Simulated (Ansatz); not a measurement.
Results of r²SCAN0 (PAW; Ansatz, a program for electronic structure) for SiO2 (I-42d, No. 122, 6 atoms in the cell; start mp-546794; a measured phase of this formula has another space group).

Run with plane-wave cutoff 520 eV, 6×6×6 k mesh, Fermi–Dirac smearing 0.01 eV, scalar-relativistic PAW data made under PBE.

Cell (relaxed at this level):

```xyz
6
Lattice="-2.4790 2.4790 3.6431 2.4790 -2.4790 3.6431 2.4790 2.4790 -3.6431" Properties=species:S:1:pos:R:3 pbc="T T T"
Si     0.0000     0.0000     0.0000
Si     0.0000     2.4790     1.8216
O      0.4511     1.2395     0.9108
O     -1.2395     2.0278     2.7323
O     -0.4511     3.7184     0.9108
O      1.2395     2.9301     2.7323
```

### Question
Predict the band gap.

### Answer

band gap: 8.84 eV (on the SCF k mesh) (direct)

Note: the relaxation could not lower the start's symmetry, so the cell can be a saddle point above a distorted one.

Cost on a shared machine: around 30 core-minutes (rough).

A start named mp-… is a Materials Project structure, which need not be a measured phase.
